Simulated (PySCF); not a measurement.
PySCF 2.14.0, R2SCAN/def2-svp, df: Nb(NMe)(F)(Cl)2 (C[N]=[Nb]([F])([Cl])[Cl]), 9 atoms. The geometry is a generated start, not checked to be a minimum at this level.

task: energy
method: r2scan
basis: def2-svp
two-electron scheme: density fitting
mol.max_memory: 3000 MB
mf.max_cycle: 100
mf.conv_tol: 1e-09 (default)
mf.grids.level: 3 (default)
effective core potentials: those of the basis set, past Kr
basis functions: 124
grid points: 131904

```xyz
9

Nb     0.0121     0.9039     1.1918
N      0.0446    -0.1722    -0.2059
C      0.0972    -1.0167    -1.3297
H      1.1342    -1.3025    -1.5376
H     -0.4905    -1.9237    -1.1470
H     -0.3112    -0.5017    -2.2071
F      1.7527     1.1934     1.8168
Cl    -0.9788     2.8133     0.6445
Cl    -1.2603     0.0063     2.7743
```

Charge 0 and multiplicity 1 are set for this test and not shown to be the ground state.

With the defaults (mf.DIIS = CDIIS, mf.diis = true, mf.init_guess = minao, mf.diis_space = 8, mf.level_shift = 0, mf.damp = 0, mf.diis_start_cycle = 1) it converges in 17 Fock builds. One run each on 2 threads, 1 BLAS thread, with these changes:
- mf.init_guess = mod_huckel
- mf.diis = false
- mf.DIIS = ADIIS
- mf.init_guess = huckel
- mf.level_shift = 1 Hartree
- mf.DIIS = EDIIS
- mf.damp = 0.7, mf.diis_start_cycle = 8
- mf.diis_space = 3
- mf.init_guess = 1e

### Question
Which runs fail or end elsewhere than the default run?

### Answer
No convergence: mf.DIIS = EDIIS; mf.diis = false (the run ends without SCF convergence in 100 cycles). The rest reach the solution of the defaults.

```
setting                                 Fock builds             end
--------------------------------------  -----------  --------------
mf.init_guess = huckel                           16   same solution
the defaults                                     17   same solution
mf.init_guess = mod_huckel                       17   same solution
mf.damp = 0.7, mf.diis_start_cycle = 8           20   same solution
mf.init_guess = 1e                               20   same solution
mf.DIIS = ADIIS                                  29   same solution
mf.level_shift = 1 Hartree                       56   same solution
mf.diis_space = 3                                86   same solution
mf.DIIS = EDIIS                                 101  no convergence
mf.diis = false                                 101  no convergence
```
